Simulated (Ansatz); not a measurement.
## Point defects in TiB2

The reference is a 9-atom supercell of TiB2 (space group P6/mmm, No. 191; a = 3.017 Å, c = 3.185 Å) at its relaxed geometry.

One neutral defect a cell, atoms relaxed at fixed cell.

The values are results of PBEsol, PAW, 420 eV (Ansatz, an electronic-structure program; spin-orbit coupling left out), not measurements.

```csv
variant,largest displacement of a host atom from its site in the perfect cell,pressure
perfect supercell,–,0.0 GPa
"Ti vacancy, symmetric start",0.00 Å,-4.6 GPa
B vacancy,0.06 Å,…
Ti interstitial (started 1.59 Å from the nearest host atom),…,…
H interstitial (started 1.59 Å from the nearest host atom),0.04 Å,7.3 GPa
"B interstitial (started 1.53 Å from the nearest host atom), symmetric start",0.33 Å,33.2 GPa
```

What belongs in the blanks?


- B vacancy, pressure: -0.7 GPa
- Ti interstitial (started 1.59 Å from the nearest host atom), largest displacement of a host atom from its site in the perfect cell: 0.91 Å
- Ti interstitial (started 1.59 Å from the nearest host atom), pressure: 75.3 GPa

The cell is small, so the values are those of an ordered compound at a high defect concentration; dilute-limit values will differ. The mesh was chosen for an insulator and is coarse for the gapless case. Defects with a symmetric start kept the site's symmetry and may sit on a saddle; the others started slightly shaken. All final runs are without spin polarisation.
